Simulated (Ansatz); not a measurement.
# Worked sum: formation energy of Si2GeN4 (spinel, Fd-3m) from the elements

This concerns the formation energy of Si2GeN4 (spinel, Fd-3m) from the elements. Reaction: Ge (diamond) + 2 Si (diamond) + 2 N2 (gas) → Si2GeN4 (spinel). The sign is products less reactants. The value is per atom of the solid.

Si2GeN4 (spinel, Fd-3m), 14 atoms in the cell; this is a cell from a database of computed structures that this text hasn't matched to a measured one. Conventional cell: a = b = c = 7.9540 Å, α = β = γ = 90.00°.

Method: Ansatz (a first-principles code), PAW, neutral cells at 0 K with nuclei at rest, on structures from PBE. Ansatz runs with its PAW set soft_1. Other levels take these structures. The lattices are those relaxed with PBE, so at other levels the solids can be strained, which adds to the spread. A dispersion term (D3(BJ), or D4 for r2SCAN) was computed beside these levels and is taken off wherever the name lacks it.

Total energies of the cells in eV, at zero smearing width. They compare only within one column; the weights balance every element.

| cell | atoms | weight | r2SCAN | r2SCAN+D4 |
|---|---|---|---|---|
| Si2GeN4 (spinel) | 14 | +1 | -14251.89217 | -14253.72950 |
| Ge (diamond) | 2 | −1 | -8605.80752 | -8606.02120 |
| Si (diamond) | 2 | −2 | -1278.12992 | -1278.36392 |
| N2 (gas) | 2 | −4 | -769.62317 | -769.62547 |

r2SCAN: (-14251.89217) − (-8605.80752) − 2 × (-1278.12992) − 4 × (-769.62317) = -11.332 eV; dividing by 14 atoms gives -0.81 eV/atom.

r2SCAN+D4: (-14253.72950) − (-8606.02120) − 2 × (-1278.36392) − 4 × (-769.62547) = -12.479 eV; dividing by 14 atoms gives -0.89 eV/atom.

What follows from the r2SCAN value: A formula unit of Si2GeN4 has 7 atoms, so it forms with -0.8094 × 7 = -5.666 eV, or -546.7 kJ/mol at 96.485 kJ/mol per eV.
